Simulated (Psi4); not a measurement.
Psi4 1.11, unrestricted BP86/def2-tzvp: In(H) anion ([InH]), charge -1, multiplicity 2, 2 atoms. The geometry is a generated start, not checked to be a minimum at this level.

```
Quantity                                              Value
--------------------------  -------------------------------
task                                                 energy
method                                                 bp86
basis                                             def2-tzvp
memory                                                 3 GB
maxiter                                                 100
keys of the molecule block                      symmetry c1
scf_type                                       df (default)
e_convergence                               1e-06 (default)
d_convergence                               1e-06 (default)
dft_radial_points                              75 (default)
dft_spherical_points                          302 (default)
effective core potentials   those of the basis set, past Kr
basis functions                                          56
grid points                                           43533
```

```xyz
2

In     0.5803     0.1442    -0.7829
H     -0.5803    -0.1442     0.7829
```

Charge -1 and multiplicity 2 are set for this test and not shown to be the ground state.

With the defaults (damping_percentage = 0, diis = true, scf_initial_accelerator = adiis, guess = auto, which took SAD, diis_max_vecs = 10, soscf = false, soscf_start_convergence = 0.01) it converges in 9 SCF iterations. One run each on 2 threads, with these changes:
- soscf = true
- damping_percentage = 60, diis = false, scf_initial_accelerator = none
- diis_max_vecs = 6
- guess = modhuckel
- soscf = true, soscf_start_convergence = 0.001
- soscf = true, soscf_start_convergence = 0.1
- scf_initial_accelerator = none
- guess = huckel
- damping_percentage = 60

Q: Which runs fail or end elsewhere than the default run?

A: No convergence: damping_percentage = 60; damping_percentage = 60, diis = false, scf_initial_accelerator = none (the run ends without SCF convergence in 100 iterations). The rest reach the solution of the defaults.

```csv
setting,SCF iterations,JK calls,end
soscf = true,6,17,same solution
"soscf = true, soscf_start_convergence = 0.001",7,18,same solution
"soscf = true, soscf_start_convergence = 0.1",7,28,same solution
the defaults,9,10,same solution
scf_initial_accelerator = none,9,10,same solution
diis_max_vecs = 6,9,10,same solution
guess = huckel,9,21,same solution
guess = modhuckel,10,22,same solution
damping_percentage = 60,100,101,no convergence
"damping_percentage = 60, diis = false, scf_initial_accelerator = none",100,101,no convergence
```

An SOSCF iteration holds several JK calls; a Hückel guess adds calls on atoms.
